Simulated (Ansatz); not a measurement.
Worked example: self-consistent single point of ZrV₂Ga₄ (I4/mmm, 7 atoms in the cell) in Ansatz (a quantum-chemistry and plane-wave program)

Method: LDA (PW92), default PAW files made with PBE (plane waves; Ansatz).

Input:

Ansatz 0.2 input:
```yaml
# Zr(VGa2)2
crystal:
  lattice:
    - [-3.201248, 3.201248, 2.568443]
    - [3.201248, -3.201248, 2.568443]
    - [3.201248, 3.201248, -2.568443]
  atoms:
    - { symbol: Zr, position_ang: [0.000000, 0.000000, 0.000000] }
    - { symbol: V, position_ang: [-0.000000, 3.201248, 1.284221] }
    - { symbol: V, position_ang: [3.201248, 0.000000, 1.284221] }
    - { symbol: Ga, position_ang: [1.940340, 1.940340, 0.000000] }
    - { symbol: Ga, position_ang: [1.260908, 1.260908, 2.568443] }
    - { symbol: Ga, position_ang: [1.260908, -1.260908, 2.568443] }
    - { symbol: Ga, position_ang: [-1.260908, 1.260908, 2.568443] }
basis:
  ecutwfc: 420.0
kpoints:
  mp_grid: { grid: [6, 6, 6] }
hamiltonian:
  xc: lda
  pseudopotentials: { kind: paw }
scf:
  occupations: { method: fermi_dirac, width: 0.1 }
output:
  forces: true
  eigenvalues: true
  stress: true
```

Output (repeated stretches shortened):

```
WARN ansatz: RAYON_NUM_THREADS=1 ignored (pool sized by the plan → 1); use --threads N
Pseudopotentials: kind: paw
Pseudopotential: Zr, paw, valence charge 12
Pseudopotential: V, paw, valence charge 13
Pseudopotential: Ga, paw, valence charge 13
Crystal: 7 atoms, lattice volume = 105.285 Å³
Basis set: ecut = 420 eV, 2057 PW (Γ)
Bands: 54, of which v1, the nominal top of the filled ones, is band 45 counted from 1 (44 counted from 0)
Symmetry: 16 space group operations
Space group: I4/mmm (ITA 139), of the structure as read, at distance tolerance 4.7e-5 Å
k-points: 30 of 216
PAW frozen core: Zr, regenerated for the run's functional, and the local potential with it
PAW frozen core: V, regenerated for the run's functional, and the local potential with it
PAW frozen core: Ga, regenerated for the run's functional, and the local potential with it
Initial density: superposition of atomic densities (neutral atoms: chi_scale 0, normalization atom), corrected by the library's trained network
Initial wavefunctions: pseudopotential atomic-orbital guess
Eigensolver: davidson
Functional: x = slater, c = lda
SCF iter   1: F=—  HF=-24629.577406 eV  |F-HF|=—  |Δ(HF+E_count)|=         —  Δρ=8.85e-3  dr2=5.31e-2  ethr=1.77e-3  ⟨swp⟩=5.9  Hψ=5439  notcnv=0
all-band conjugate gradients solve this SCF's bands
preconditioner: auto → Kerker (q_TF=auto, 2.658 Å⁻¹)
SCF iter   2: F=—  HF=-24629.568315 eV  |F-HF|=—  |Δ(HF+E_count)|=   9.09e-3  Δρ=4.25e-3  dr2=1.56e-2  ethr=5.90e-5  ⟨swp⟩=2.3  Hψ=2889  notcnv=0
SCF iter   3: F=—  HF=-24629.565729 eV  |F-HF|=—  |Δ(HF+E_count)|=   2.59e-3  Δρ=1.30e-3  dr2=1.00e-3  ethr=1.73e-5  ⟨swp⟩=2.4  Hψ=2375  notcnv=0
SCF iter   4: F=—  HF=-24629.564999 eV  |F-HF|=—  |Δ(HF+E_count)|=   7.29e-4  Δρ=4.84e-4  dr2=3.16e-4  ethr=1.11e-6  ⟨swp⟩=2.0  Hψ=2220  notcnv=0
SCF iter   5: F=—  HF=-24629.564908 eV  |F-HF|=—  |Δ(HF+E_count)|=   9.13e-5  Δρ=1.10e-4  dr2=1.42e-5  ethr=3.51e-7  ⟨swp⟩=2.1  Hψ=2582  notcnv=0
SCF iter   6: F=—  HF=-24629.564901 eV  |F-HF|=—  |Δ(HF+E_count)|=   7.06e-6  Δρ=2.75e-5  dr2=8.37e-7  ethr=1.57e-8  ⟨swp⟩=2.0  Hψ=2611  notcnv=0
SCF iter   7: F=-24629.564901 eV  HF=-24629.564901 eV  |F-HF|=2.17e-8  |Δ(HF+E_count)|=   5.81e-8  Δρ=5.96e-6  dr2=3.39e-8  ethr=1.11e-10  ⟨swp⟩=5.1  Hψ=6533  notcnv=0
SCF 1 converged in 7 iterations: F = -24629.564901 eV  dr2 = 3.39e-8
SCF converged after 7 iterations
Free energy (F): -24629.564901 eV
Harris-Foulkes:  -24629.564901 eV  (|F-HF|=2.17e-8)
Internal energy: -24629.468386 eV  (E = F + TS)
E sigma→0 (E₀):  -24629.516643 eV
Entropy (-TS):   -0.096515 eV (-13.788 meV/atom)
Fermi energy:    14.463811 eV
--- Per-component energies (eV) ---
  E_band       = -343.790855
  E_kinetic    = 1479.344381
  E_local      = -9105.369117  (includes V_loc(G=0)·N_el)
  E_nonlocal   = 1702.928312
  E_hartree    = 4233.669887
  E_xc         = -701.916948
  E_vxc        = -764.371724  (∫ρ·V_xc dr)
  E_paw        = -12616.428447  (= ΣΔE_a)
  E_vpaw       = -2123.662362  (= ΣTr[D̂ρ^β])
  E_aug_tail   = 0.000048  (compensation charges beyond the density's cutoff)
  E_ewald      = -9629.673122
  E_core_change = 7.976620  (= ΣΔE_core)
  E_smearing   = -0.096515  (= −TS)
  E_closure    = -0.000000  (closes the sum)
  Σ components = -24629.564901   (vs F -24629.564901, Δ=0.00e0)
--- Forces (eV/Å), atoms counted from 1 ---
  atom   1  Zr     0.00000000     0.00000000     0.00000000
  atom   2  V      0.00000000     0.00000000     0.00000000
  atom   3  V     -0.00000000     0.00000000     0.00000000
  atom   4  Ga    -0.04202402    -0.04202402     0.00000000
  atom   5  Ga     0.04202402     0.04202402     0.00000000
  atom   6  Ga     0.04202402    -0.04202402    -0.00000000
  atom   7  Ga    -0.04202402     0.04202402    -0.00000000
  max |Σ_I F_I| component: 4.16e-17 eV/Å
--- Stress (GPa, compression-positive) ---
       -4.816632      -0.000000       0.000000
       -0.000000      -4.816632       0.000000
        0.000000       0.000000      -4.677983
  P = ⅓ Tr σ = -4.7704 GPa (-47.704 kbar)
  The stress holds the Pulay correction. Without it, at fixed plane waves, as pw.x and ABINIT print it: P = -4.8184 GPa
--- Band table (eV; the first three rows and the last of 30) ---
  k-point 0: bands = ["-48.9980", "-48.8998", "-34.3020", "-23.4331", "-23.2203", "-23.2203", "-23.1366", "-23.1366", "-22.7497", "-12.4463", "-12.4134", "-12.4134", "-0.5886", "-0.5266", "-0.5102", "-0.4983", "-0.4334", "-0.4334", "-0.4017", [...]
  k-point 1: bands = ["-48.9979", "-48.8998", "-34.3020", "-23.4333", "-23.2212", "-23.2203", "-23.1366", "-23.1365", "-22.7497", "-12.4463", "-12.4156", "-12.4135", "-0.5785", "-0.5187", "-0.5062", "-0.4849", "-0.4422", "-0.4308", "-0.4013", [...]
  k-point 2: bands = ["-48.9979", "-48.8999", "-34.3020", "-23.4338", "-23.2228", "-23.2201", "-23.1366", "-23.1362", "-22.7498", "-12.4463", "-12.4199", "-12.4136", "-0.5578", "-0.5080", "-0.5034", "-0.4564", "-0.4521", "-0.4243", "-0.3984", [...]
  k-point 29: bands = ["-48.9978", "-48.8999", "-34.3018", "-23.4348", "-23.2237", "-23.2237", "-23.1361", "-23.1361", "-22.7500", "-12.4471", "-12.4202", "-12.4202", "-0.5639", "-0.5265", "-0.5013", "-0.5013", "-0.4187", "-0.4187", "-0.4016", [...]
```

The run converged in 7 iterations.

The starting cell comes from a database of computed structures (which also holds hypothetical and non-ambient phases and stackings), without a prior relaxation at this level. Its lattice was rescaled by up to half a per cent. Spin polarisation is off. With a pressure of about -5 GPa the cell is away from its equilibrium volume at this level. Ansatz's pressure includes its estimate of the finite-basis (Pulay) stress.
